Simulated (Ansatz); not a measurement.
We consider fluorite NiSi2, described by r²SCAN0 (Ansatz, a program for electronic structure, PAW).

Run with plane-wave cutoff 520 eV, 10×10×10 k mesh, Fermi–Dirac smearing 0.05 eV, no spin polarisation, scalar-relativistic PAW data made under PBE.

Cell (relaxed at this level):

```cif
data_Ni4Si8
_chemical_formula_sum 'Si8 Ni4'
_space_group_name_H-M_alt 'Fm-3m'
_space_group_IT_number 225
_space_group_name_Hall '-F 4 2 3'
_cell_length_a 5.33781
_cell_length_b 5.33781
_cell_length_c 5.33781
_cell_angle_alpha 90.000
_cell_angle_beta 90.000
_cell_angle_gamma 90.000
loop_
_atom_site_label
_atom_site_type_symbol
_atom_site_symmetry_multiplicity
_atom_site_Wyckoff_symbol
_atom_site_fract_x
_atom_site_fract_y
_atom_site_fract_z
_atom_site_occupancy
Si1 Si 8 c 0.25000 0.25000 0.25000 1
Ni1 Ni 4 a 0.00000 0.00000 0.00000 1
```
(The calculation used a cell of 3 atoms; values per cell refer to that cell.)

Question: Give the computed bulk modulus B0 and pressure derivative B′ of the bulk modulus.

Answer: 
- bulk modulus B0: 178 GPa
- pressure derivative B′ of the bulk modulus: 7.3

Note: the run has no spin polarisation, so it can have missed a magnetic state.

Static lattice: no zero-point or thermal effects.

Cost on a shared machine: roughly 60 core-minutes.
